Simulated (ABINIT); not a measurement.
Input and output of a self-consistent single point for Li (Im-3m, 1 atom in the cell) (ABINIT).

Computed with PBEsol, norm-conserving pseudopotentials (PseudoDojo nc-sr-04 PBEsol standard) (plane waves; ABINIT 10.0.3).

```xyz
1
Lattice="-1.7502 1.7502 1.7502 1.7502 -1.7502 1.7502 1.7502 1.7502 -1.7502" Properties=species:S:1:pos:R:3 pbc="T T T"
Li     0.0000     0.0000     0.0000
```

Reference input (self-consistent single point, DFT, PBEsol, plane waves, norm-conserving pseudopotentials (PseudoDojo nc-sr-04 PBEsol standard)): pseudos = [Li.upf]; ecut = 37 Ha; ixc = -116133; occopt = 7; tsmear = 0.1 eV; ngkpt = 11 11 11; nshiftk = 1; shiftk = 0 0 0; potentials = PseudoDojo nc-sr-04 PBEsol standard; nband = 7; kptopt = 1; nstep = 60. This run's input differs from it in these lines:

```diff
@@ -21,3 +21,3 @@
 kptopt 1
-ngkpt 11 11 11
+ngkpt 18 18 18
 nshiftk 1
```

Log, with long lists cut:

```
--- !BeginCycle
solver: {iscf: 7, nstep: 60, nline: 4, wfoptalg: 0, }
tolerances: {tolvrs: 1.00E-11, }
...

     iter   Etot(hartree)      deltaE(h)  residm     vres2
 ETOT  1  -7.1515954469821    -7.152E+00 3.663E-02 1.834E-01
 ETOT  2  -7.1542478601683    -2.652E-03 3.521E-04 2.992E-03
 ETOT  3  -7.1542479046428    -4.447E-08 8.376E-05 1.313E-04
 ETOT  4  -7.1542479085050    -3.862E-09 3.131E-06 5.575E-06
 ETOT  5  -7.1542479086181    -1.130E-10 1.096E-06 1.541E-07
 ETOT  6  -7.1542479086222    -4.160E-12 1.511E-07 8.029E-10
 ETOT  7  -7.1542479086222     2.398E-14 7.620E-08 2.601E-12
 At SCF step    7       vres2   =  2.60E-12 < tolvrs=  1.00E-11 =>converged.

 Cartesian components of stress tensor (hartree/bohr^3)
  sigma(1 1)=  2.50335268E-05  sigma(3 2)=  0.00000000E+00
  sigma(2 2)=  2.50335268E-05  sigma(3 1)=  0.00000000E+00
  sigma(3 3)=  2.50335268E-05  sigma(2 1)=  0.00000000E+00

 ----iterations are completed or convergence reached----

 reduced coordinates (array xred) for    1 atoms
       0.000000000000      0.000000000000      0.000000000000
 cartesian forces (eV/Angstrom) at end:
    1     -0.00000000000000    -0.00000000000000    -0.00000000000000
 frms,max,avg= 0.0000000E+00 0.0000000E+00   0.000E+00  0.000E+00  0.000E+00 e/A
 length scales=  1.889726132886  1.889726132886  1.889726132886 bohr
              =  1.000000000000  1.000000000000  1.000000000000 angstroms
   [... lines left out ...]
 Fermi (or HOMO) energy (hartree) =   0.01073   Average Vxc (hartree)=  -0.25066
 Fermi (or HOMO) energy (eV) =   0.29195   Average Vxc (eV)=  -6.82072
   [... lines left out ...]
total_energy        : -7.15424790862221E+00
total_energy_eV     : -1.94676986071121E+02
band_energy         : -3.40184994727978E+00
...

-Cartesian components of stress tensor (GPa)         [Pressure= -7.3651E-01 GPa]
- sigma(1 1)=  7.36511662E-01  sigma(3 2)=  0.00000000E+00
- sigma(2 2)=  7.36511662E-01  sigma(3 1)=  0.00000000E+00
- sigma(3 3)=  7.36511662E-01  sigma(2 1)=  0.00000000E+00

 Calculation completed.
```

The run converged in 7 iterations. Against the reference run the free energy goes up by 2.9 meV/atom and the pressure stays at -0.74 GPa.

The starting cell has typed, rounded lattice constants, without a prior relaxation at this level. Its lattice was rescaled by up to half a per cent.

Cost on one core of a shared machine: roughly 30 s.
